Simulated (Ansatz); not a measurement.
Consider CsSnI3 in the cubic perovskite structure (space group Pm-3m, No. 221; a = 6.271 Å).

Computed with plane-wave PAW DFT at the PBE level (Ansatz, a first-principles code, 420 eV), scalar-relativistic without spin-orbit coupling.

One change was made to it. Results:

| quantity | base | after |
|---|---|---|
| volume per atom | 49.33 Å³ | 43.11 Å³ |
| band gap | 0.45 eV | zero |

Q: What was done to the base?
A) pressure 3 GPa
B) pressure −1 GPa
C) pressure 1.5 GPa
D) pressure 0.3 GPa
E) pressure 7.5 GPa

A: A, pressure 3 GPa. For comparison, the volume per atom in the other runs: pressure 7.5 GPa gives 38.11 Å³; pressure −1 GPa gives 53.71 Å³; pressure 0.3 GPa gives 48.75 Å³; pressure 1.5 GPa gives 45.80 Å³.

The mesh was chosen for an insulator and is coarse for the gapless case. With I present, leaving out spin-orbit coupling can change the band edges. Load acts through the strain it causes; cell and atoms are relaxed under it. Stability against distortions was not tested. No other phases were tried under pressure. All final runs are without spin polarisation. Many cubic perovskites are stable only at high temperature; tilts and polar distortions were not tested. The zero or small gap of CsSnI3 under pressure 3 GPa, CsSnI3 under pressure 7.5 GPa and CsSnI3 under pressure 1.5 GPa can change with the level of theory.
